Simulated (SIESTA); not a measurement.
Several settings converged on LaAl2 (R3m, 6 atoms in the cell)

```yaml
crystal:
  lattice:
    - [0.00000, 4.04414, 4.04414]
    - [4.04414, 0.00000, 4.04414]
    - [4.04414, 4.04414, 0.00000]
  atoms:
    - { symbol: La, position: [0.00357, 0.00357, 0.00357] }
    - { symbol: La, position: [0.25000, 0.25000, 0.25000] }
    - { symbol: Al, position: [0.62500, 0.62500, 0.62500] }
    - { symbol: Al, position: [0.12500, 0.62500, 0.62500] }
    - { symbol: Al, position: [0.62500, 0.62500, 0.12500] }
    - { symbol: Al, position: [0.62500, 0.12500, 0.62500] }
```

Base method: GGA PBEsol, numerical atomic orbitals DZP, PseudoDojo PBEsol standard norm-conserving potentials (rewritten from UPF to PSML) (SIESTA 5.4.2).

Base settings: XC.functional = GGA; XC.authors = PBEsol; potentials = PseudoDojo PBEsol standard; PAO.BasisSize = DZP; PAO.EnergyShift = 0.01 Ry; MeshCutoff = 350 Ry; kgrid.MonkhorstPack = 3 3 3; OccupationFunction = FD; ElectronicTemperature = 0.1 eV; MaxSCFIterations = 150.

Core times come from one kind of shared machine, to one figure; runs under 30 s give none.

**The cutoff of the real-space grid**

The mesh stays at the base's, so the ladder's end is converged at best in this setting alone.

Only quantities that move along the ladder and can be compared are tabulated.

| MeshCutoff | largest difference of a force vector from the last step's (eV/Å) | core time / last (rough) |
|---|---|---|
| 122 Ry (130 Ry used) | 0.004 | – |
| 158 Ry (164 Ry used) | 0.011 | 0.2 |
| 193 Ry (203 Ry used) | 0.001 | 0.2 |
| 245 Ry (292 Ry used) | 0.001 | 0.3 |
| 315 Ry (317 Ry used) | 0.002 | 0.4 |
| 350 Ry (370 Ry used) | 0.000 | 0.4 |
| 840 Ry (1027 Ry used) | 0.000 | 1 |

Coarsest MeshCutoff that holds the forces within 0.005 eV/Å of the last step, with all finer ones: 193 Ry (203 Ry used), at about 0.2 of the last step's time; the step before is off by 0.011 eV/Å.

**The setting basis size**

Level: DFT, GGA PBEsol, numerical atomic orbitals TZP, PseudoDojo PBEsol standard norm-conserving potentials (rewritten from UPF to PSML).

Moved along: PAO.BasisSize.

The second cell is the first with its lattice scaled by 0.98.

The mesh stays at the base's, so the ladder's end is converged at best in this setting alone.

The sets are ordered by size and need not be nested.

Only quantities that move along the ladder and can be compared are tabulated.

| basis (functions) | energy of the compressed cell less the first (meV/atom) | pressure (GPa) | largest difference of a force vector from the last step's (eV/Å) | core time / last (rough) |
|---|---|---|---|---|
| SZ (36) | 68.08 | 5.18 | 0.069 | – |
| SZP (62) | 42.06 | 2.50 | 0.047 | 0.4 |
| DZ (64) | 26.75 | 0.62 | 0.059 | 0.3 |
| DZP (90) | 26.74 | 0.75 | 0.014 | 0.7 |
| TZP (118) | 24.89 | 0.59 | 0.000 | 1 |

Coarsest basis (functions) that holds the energy of the compressed cell less the first within 2 meV/atom: not settled: the last two steps still differ by 1.9 meV/atom, over half the tolerance, so the ladder does not show it.

Coarsest basis (functions) that holds the pressure within 1 GPa of the last step, with all finer ones: DZ (64), at about 0.3 of the last step's time; the step before is off by 1.9 GPa.

Coarsest basis (functions) that holds the forces within 0.02 eV/Å: not settled: the last two steps still differ by 0.014 eV/Å, over half the tolerance, so the ladder does not show it.

On the base run: the starting cell comes from a database of computed structures (which also holds hypothetical and non-ambient phases and stackings), without a prior relaxation at this level. Its lattice was rescaled by up to half a per cent. One atom was moved a little off its site on purpose. Values carry the incompleteness of an atom-centred basis. Without a gap this mesh is coarse (it stands for a supercell whose shortest vector is 17 Å).

Left out of this page: 1 run of the series failed or unconverged.
